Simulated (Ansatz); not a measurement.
# Smallest direct gap on the k points sampled of La2SiO5 (C2/c, No. 15, 32 atoms in the cell; start mp-752717) at several levels of theory

No measured value is used here.

```csv
level (code),value (eV)
LDA (Ansatz),4.49
PBEsol (Ansatz),4.59
r²SCAN (Ansatz),5.19
HSE06 (Ansatz),[?]
```

Fill in the missing entries.


- HSE06 (Ansatz, a program for electronic structure), value (eV): 6.34

Computed values are for a static lattice. Levels without +SOC have no spin–orbit coupling; where heavier elements are present it shifts gaps, mostly down, and can invert bands.  Values are at the PBEsol cell. Cutoffs and k meshes differ between the levels. Ansatz's density-functional and Hartree–Fock values are scalar-relativistic unless marked +SOC, with PAW data made under PBE.

A start named mp-… is a Materials Project structure, which need not be a measured phase.
